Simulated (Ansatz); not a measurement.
We consider NbC (model structure, started from the NbAs type, I4₁md, No. 109, 4 atoms in the cell), described by LDA (plane waves, PAW; Ansatz, an electronic-structure program).

Run with plane-wave cutoff 520 eV, 28×28×28 k mesh, Fermi–Dirac smearing 0.05 eV, no spin polarisation, scalar-relativistic PAW data made under PBE.

Cell (relaxed at this level):

```
NbC
1.0
   -1.45203     1.45203     5.27591
    1.45203    -1.45203     5.27591
    1.45203     1.45203    -5.27591
Nb C
2 2
Direct
  0.50393   0.50393   0.00000
  0.25393   0.75393   0.50000
  0.91207   0.91207   0.00000
  0.66207   0.16207   0.50000
```

Problem. Give the computed bulk modulus.

Solution. 
- bulk modulus = 306 GPa

Note: the run has no spin polarisation, so it can have missed a magnetic state; the bulk modulus is −V dP/dV from two relaxed cells at ±2 % in volume; the relaxation could raise the start's symmetry but not lower it, so the cell can be a saddle point.

Cost on a shared machine: about 30 core-minutes (a rough figure).

A model structure was made by putting elements into a prototype or built by hand; it is no filed structure, need not be a known phase, and can be a saddle point held by its symmetry.
